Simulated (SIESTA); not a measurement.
SIESTA run on Li (Im-3m, 1 atom in the cell): self-consistent single point.

Method: SIESTA 5.4.2 with GGA PBEsol, numerical atomic orbitals TZP, PseudoDojo PBEsol standard norm-conserving potentials (rewritten from UPF to PSML).

```
Li
1.0
   -1.75023     1.75023     1.75023
    1.75023    -1.75023     1.75023
    1.75023     1.75023    -1.75023
Li
1
Direct
  0.00000   0.00000   0.00000
```

Reference input (self-consistent single point, DFT, GGA PBEsol, numerical atomic orbitals TZP, PseudoDojo PBEsol standard norm-conserving potentials (rewritten from UPF to PSML)): XC.functional = GGA; XC.authors = PBEsol; potentials = PseudoDojo PBEsol standard; PAO.BasisSize = TZP; PAO.EnergyShift = 0.01 Ry; MeshCutoff = 350 Ry; kgrid.MonkhorstPack = 13 13 13; OccupationFunction = MP; OccupationMPOrder = 0; ElectronicTemperature = 1160.45 K; PAO.Polarization.NonPerturbative = true; MaxSCFIterations = 150. This run's input differs from it in these lines:

```diff
@@ -27,5 +27,5 @@
 %block kgrid.MonkhorstPack
-   13   0   0  0.0
-    0  13   0  0.0
-    0   0  13  0.0
+   35   0   0  0.5
+    0  35   0  0.5
+    0   0  35  0.5
 %endblock kgrid.MonkhorstPack
```

Output, abridged:

```
        iscf     Eharris(eV)        E_KS(eV)     FreeEng(eV)     dDmax    Ef(eV) dHmax(eV)
   scf:    1     -192.712291     -194.494353     -194.496807  0.753996 -5.911792  0.392521
   scf:    2     -194.494544     -194.494449     -194.496901  0.002058 -5.916684  0.288168
   scf:    3     -194.494672     -194.494563     -194.497010  0.005739 -5.930374  0.000553
   scf:    4     -194.494564     -194.494564     -194.497010  0.000115 -5.930781  0.000221
   scf:    5     -194.494564     -194.494564     -194.497010  0.000006 -5.930774  0.000067
SCF Convergence by DM+H criterion
max |DM_out - DM_in|         :     0.0000058623
max |H_out - H_in|      (eV) :     0.0000670058
SCF cycle converged after 5 iterations

Using DM_out to compute the final energy and forces

siesta: E_KS(eV) =             -194.4946

siesta: E_KS - E_eggbox =      -194.4946

siesta: Atomic forces (eV/Ang):
     1    0.000000    0.000000    0.000000
   Tot    0.000000    0.000000    0.000000
   Max    0.000000
   Res    0.000000    sqrt( Sum f_i^2 / 3N )
   Max    0.000000    constrained

Stress tensor Voigt[x,y,z,yz,xz,xy] (kbar):        3.55        3.55        3.55        0.14        0.14        0.14
(Free)E + p*V (eV/cell)     -194.5445
Target enthalpy (eV/cell)     -194.4970

siesta: Program's energy decomposition (eV):
siesta: FreeEng =      -194.497010

siesta: Stress tensor (static) (eV/Ang**3):
siesta:     0.002216    0.000087    0.000087
siesta:     0.000087    0.002216    0.000087
siesta:     0.000087    0.000087    0.002216

siesta: Cell volume =         21.446137 Ang**3

siesta: Pressure (static):
siesta:                Solid            Molecule  Units
siesta:          -0.00002413         -0.00002413  Ry/Bohr**3
siesta:          -0.00221580         -0.00221580  eV/Ang**3
siesta:          -3.55010891         -3.55010891  kBar
```

The run converged in 5 iterations. Against the reference run the free energy rises by 1.0 meV/atom and the pressure hardly changes (-0.40 to -0.36 GPa).

The starting cell has typed, rounded lattice constants, without a prior relaxation at this level. Its lattice was rescaled by up to half a per cent. Values carry the incompleteness of an atom-centred basis.

Cost on one core of a shared machine: roughly 70 s.
